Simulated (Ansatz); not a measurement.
Consider B2O3 (space group Cmc2_1, No. 36; a = 7.826 Å, b = 4.624 Å, c = 4.134 Å; a cell from a computed database, its experimental status unchecked). Axes: x, y, z lie along a, b, c of the conventional cell.

Calculations: plane-wave PAW DFT at the PBEsol level (Ansatz, a program for electronic structure, 420 eV), no spin-orbit coupling.

Strains are applied to the cell and any free atomic positions relax; under biaxial strain the out-of-plane vector relaxes too.

One change was made to it. Results:

```json
[
 {"quantity": "gap character", "base": "indirect, k = (0.125, -0.125, 3/8) in the run's primitive reciprocal basis → Γ", "after": "indirect, k = (0.125, -0.125, 1/4) in the run's primitive reciprocal basis → Γ"},
 {"quantity": "pressure (mean of the normal stresses, compression positive)", "base": "0.01 GPa", "after": "-9.16 GPa"},
 {"quantity": "band gap", "base": "8.42 eV", "after": "7.87 eV"},
 {"quantity": "smallest direct gap", "base": "8.72 eV", "after": "7.98 eV"}
]
```

**Question.** Which change produced these results?
(A) isotropic strain +1.92 %
(B) biaxial strain +1.71 %, plane normal [001], relaxed out of plane
(C) uniaxial strain ε_xx = +1.51 %

**Answer.** A, isotropic strain +1.92 %. For comparison, the band gap in the other runs: biaxial strain +1.71 %, plane normal [001], relaxed out of plane gives 8.19 eV; uniaxial strain ε_xx = +1.51 % gives 8.32 eV.

No phonon test of stability was made.
